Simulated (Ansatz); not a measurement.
Results of r²SCAN (Ansatz, a program for electronic structure, plane waves, PAW) for rock-salt NdN.

Settings: plane-wave cutoff 500 eV, 14×14×14 k mesh, Fermi–Dirac smearing 0.05 eV, spin-polarised with parallel moments, scalar-relativistic PAW data made under PBE.

Computed at the level's own relaxed cell.

Predict the volume per atom and equilibrium lattice constant a.


- volume per atom = 16.69 Å³/atom
- equilibrium lattice constant a = 5.111 Å

Note: the magnetic order was assumed, not searched for or taken from measurement; the 4f shell is treated without U or exact exchange, so its levels and filling can be wrong.

Spin–orbit coupling is not included.

Static lattice: no zero-point or thermal effects.

It cost about 2.6 core-minutes (a rough figure) of CPU time.
